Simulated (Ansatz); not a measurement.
The reference is C in the graphite type structure (space group P6_3/mmc, No. 194; layered, stacked along the Cartesian z axis).

Space group P6₃/mmc (No. 194); a = 2.4650 Å, b = 2.4650 Å, c = 6.7289 Å, α = 90.00°, β = 90.00°, γ = 120.00°

| atom | site | symmetry | x | y | z |
|---|---|---|---|---|---|
| C | 2b | -6m2 | 0.0000 | 0.0000 | 0.2500 |
| C | 2c | -6m2 | 0.3333 | 0.6667 | 0.2500 |

Level of theory: PBE-D3(BJ) in Ansatz (plane waves to 420 eV, PAW, no spin-orbit coupling), earlier PAW set.

Base values:

```
Item       Result
--------  -------
Pressure  0.0 GPa
Band gap     zero
```

The change: the cell is scaled by 0.9865 in all directions; the atoms relax in the strained cell.

Q: What does the calculation give for the energy relative to the base after the change?

A: The energy grows by 14 meV/atom.

Q: Estimate the effect on the pressure.

A: The pressure (mean of the normal stresses, compression positive) goes from zero to 13.0 GPa.

Q: How does this affect the band gap?

A: The band gap remains zero.

The mesh was chosen for an insulator and is coarse for the gapless case. No phonon test of stability was made.

Ansatz is a quantum-chemistry and plane-wave program.
